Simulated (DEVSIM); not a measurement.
Structure: Ni/SiO2/n-GaSb capacitor, at 300 K.

Layer 1 from the left is SiO2, thickness (nm) 2.50. Layer 2 from the left is GaSb, thickness (nm) 9700, Nd (cm⁻³) 3.8e15.

Metal gate on the left, work function 5.1 eV. Fixed charge at the semiconductor interface -5.5e11 cm⁻² (in units of +e); no interface traps.

This is a model device: material constants are rounded textbook-type values typed into the input, and sizes, dopings and lifetimes were drawn at random. Values at 300 K.

SiO2: gap (eV) 9, affinity (eV) 0.9, permittivity 3.9. GaSb: gap (eV) 0.726, affinity (eV) 4.06, permittivity 15.7, Nc (cm⁻³) 2.1e17, Nv (cm⁻³) 1.8e19.

Model (solved in DEVSIM): 1D Poisson equation in equilibrium, Boltzmann statistics, complete ionisation; no quantum confinement or tunnelling. Metal contacts follow the ideal Schottky-Mott rule: no Fermi-level pinning, no interface dipoles.

Q: What does the simulation give for the minimum of the low-frequency capacitance?

A: minimum of the low-frequency capacitance 0.0383 μF/cm².
